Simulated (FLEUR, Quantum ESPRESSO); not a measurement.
A FLEUR input for a self-consistent single point of LiCd3 (P6_3/mmc, 8 atoms in the cell) (DFT, PBEsol, all-electron FLAPW (FLEUR), scalar-relativistic valence):

Input of the input generator:

```
LiCd3 FLAPW
&input film=f /
5.9879270589 0.0000002363 0.0000000000
-2.9939637341 5.1856968308 0.0000000000
0.0000000000 0.0000000000 4.7522550000
1.8897261246
1.0 1.0 1.0

8
3 0.6666666667 0.3333333333 0.2500000000
3 0.3333333333 0.6666666667 0.7500000000
48 0.8301200000 0.1698800000 0.7500000000
48 0.1698800000 0.8301200000 0.2500000000
48 0.6602400000 0.8301200000 0.2500000000
48 0.3397600000 0.1698800000 0.7500000000
48 0.8301200000 0.6602400000 0.7500000000
48 0.1698800000 0.3397600000 0.2500000000

&comp jspins=1 /
&exco xctyp='PBEs' /
&kpt div1=4 div2=4 div3=5 gamma=t /
&end /
```

```xml
<?xml version="1.0" encoding="UTF-8" standalone="no"?>
<fleurInput fleurInputVersion="0.39">
   <comment>
      LiCd3 FLAPW                                                                                         
   </comment>
   <calculationSetup>
      <cutoffs Kmax="4.2" Gmax="16.8" GmaxXC="16.8" numbands="0"/>
      <scfLoop itmax="60" minDistance="0.00001" maxIterBroyd="99" imix="Anderson" alpha="0.05" precondParam="0.0" spinf="2.0"/>
      <coreElectrons ctail="T" frcor="F" kcrel="0" coretail_lmax="0"/>
      <xcFunctional name="PBEs" relativisticCorrections="F"/>
      <magnetism jspins="1"/>
      <soc l_soc="F" theta="0.0" phi="0.0" spav="F"/>
      <expertModes spex="0" secvar="F"/>
      <geometryOptimization l_f="T" forcealpha="1.0" forcemix="BFGS" epsdisp="0.00001" epsforce="0.00001"/>
      <ldaU l_linMix="F" mixParam="0.05" spinf="1.0"/>
   </calculationSetup>
   <cell>
      <bzIntegration valenceElectrons="110.0" mode="hist" fermiSmearingEnergy="0.00499791">
         <kPointListSelection listName="default-1"/>
         <!-- k-points included here -->
         <xi:include xmlns:xi="http://www.w3.org/2001/XInclude" href="kpts.xml"> </xi:include>
      </bzIntegration>
      <!-- symmetry operations included here -->
      <xi:include xmlns:xi="http://www.w3.org/2001/XInclude" href="sym.xml"> </xi:include>
      <bulkLattice scale="1.0">
         <bravaisMatrix>
            <row-1>   11.3155421954025730     0.0000004465422832     0.0000000000000000</row-1>
            <row-2>   -5.6577714844337370     9.7995467754181860     0.0000000000000000</row-2>
            <row-3>    0.0000000000000000     0.0000000000000000     8.9804604242609720</row-3>
         </bravaisMatrix>
      </bulkLattice>
   </cell>
   <atomSpecies>
      <species name="Lithium (Li)" element="Li" atomicNumber="3">
         <mtSphere radius="1.90" gridPoints="655" logIncrement="0.015"/>
         <atomicCutoffs lmax="8" lnonsphr="6"/>
         <electronConfig flipSpins="F">
            <coreConfig>(1s1/2)</coreConfig>
            <valenceConfig>(2s1/2)</valenceConfig>
            <stateOccupation state="(2s1/2)" spinUp="0.5" spinDown="0.5"/>
         </electronConfig>
         <energyParameters s="2" p="2" d="3" f="4"/>
      </species>
      <species name="Cadmium (Cd)" element="Cd" atomicNumber="48">
         <mtSphere radius="2.68" gridPoints="925" logIncrement="0.014"/>
         <atomicCutoffs lmax="10" lnonsphr="8"/>
         <electronConfig flipSpins="F">
            <coreConfig>(1s1/2) (2s1/2) (2p1/2) (2p3/2) (3s1/2) (3p1/2) (3p3/2) (4s1/2) (3d3/2) (3d5/2)</coreConfig>
            <valenceConfig>(4p1/2) (4p3/2) (5s1/2) (4d3/2) (4d5/2)</valenceConfig>
         </electronConfig>
         <energyParameters s="5" p="5" d="4" f="4"/>
         <lo type="SCLO" l="1" n="4" eDeriv="0"/>
         <lo type="HELO" l="2" n="5" eDeriv="0"/>
      </species>
   </atomSpecies>
   <atomGroups>
      <atomGroup species="Lithium (Li)">
         <relPos label="                   1">-1.000/3.000 1.000/3.000 1.000/4.000</relPos>
         <relPos label="                   2">1.000/3.000 -1.000/3.000 -1.000/4.000</relPos>
         <force calculate="T" relaxXYZ="TTT"/>
      </atomGroup>
      <atomGroup species="Cadmium (Cd)">
         <relPos label="                   3">-.1698800000 .1698800000 -1.000/4.000</relPos>
         <relPos label="                   4">.1698800000 -.1698800000 1.000/4.000</relPos>
         <relPos label="                   5">-.3397600000 -.1698800000 1.000/4.000</relPos>
         <relPos label="                   6">.3397600000 .1698800000 -1.000/4.000</relPos>
         <relPos label="                   7">-.1698800000 -.3397600000 -1.000/4.000</relPos>
         <relPos label="                   8">.1698800000 .3397600000 1.000/4.000</relPos>
         <force calculate="T" relaxXYZ="TTT"/>
      </atomGroup>
   </atomGroups>
   <output dos="F" band="F" slice="F">
      <checks vchk="F" cdinf="F"/>
      <bandDOS minEnergy="-.5*Htr" maxEnergy="0.5*Htr" sigma="0.015" storeEVData="T"/>
      <vacuumDOS vacdos="F" integ="F" star="F" nstars="0" locx1="0.0" locy1="0.0" locx2="0.0" locy2="0.0" nstm="0" tworkf="0.0"/>
      <unfoldingBand unfoldBand="F" supercellX="1" supercellY="1" supercellZ="1"/>
      <plotting iplot="0" polar="F">
         <plot TwoD="T" vec1="  1.0  0.0  0.0" vec2="  0.0  1.0  0.0" vec3="  0.0  0.0  1.0" zero="  0.0  0.0  0.0" file="plot"/>
      </plotting>
      <chargeDensitySlicing numkpt="0" minEigenval="0.0" maxEigenval="0.0" nnne="0" pallst="F"/>
      <specialOutput eonly="F"/>
      <magneticCircularDichroism mcd="F" energyLo="-10.0" energyUp="0.0"/>
   </output>
  <!-- We include the file relax.xml here to enable relaxations (see documentation) -->
  <xi:include xmlns:xi="http://www.w3.org/2001/XInclude" href="relax.xml"> <xi:fallback/> </xi:include>
</fleurInput>
```

Problem. Write the same calculation as an input for Quantum ESPRESSO.

Solution. This is the input that was run; spellings and numerical settings could be chosen otherwise.

```fortran
&CONTROL
  calculation = 'scf',
  prefix = 'pwscf',
  outdir = './work',
  pseudo_dir = './',
  tprnfor = .true.,
  tstress = .true.,
/
&SYSTEM
  ibrav = 4,
  celldm(1) = 11.315542196,
  celldm(3) = 0.79363942701,
  nat = 8,
  ntyp = 2,
  ecutwfc = 40,
  ecutrho = 200,
  occupations = 'smearing',
  smearing = 'fd',
  degauss = 0.0099958,
/
&ELECTRONS
  conv_thr = 1.0e-11,
  mixing_beta = 0.7,
/
ATOMIC_SPECIES
Li     6.9400  li_pbesol_v1.4.uspp.F.UPF
Cd   112.4140  cd_pbesol_v1.uspp.F.UPF
ATOMIC_POSITIONS {angstrom}
Li    2.993963529    1.728565650    1.188063750
Li    0.000000000    3.457131299    3.564191250
Cd    4.462083486    0.880946198    3.564191250
Cd   -1.468119956    4.304750751    1.188063750
Cd    1.468119956    4.304750751    1.188063750
Cd    1.525843573    0.880946198    3.564191250
Cd    2.993963529    3.423804554    3.564191250
Cd    0.000000000    1.761892395    1.188063750
K_POINTS {automatic}
4 4 5  0 0 0
```

Basis, cutoffs, solver keys and any potentials are the target program's own. This input uses DFT, PBEsol, plane waves, GBRV 1.5 ultrasoft (PBESOL) pseudopotentials.

The starting cell comes from a database of computed structures (which also holds hypothetical and non-ambient phases and stackings), without a prior relaxation at this level. For this run, on top of that: lattice scaled by 0.98.
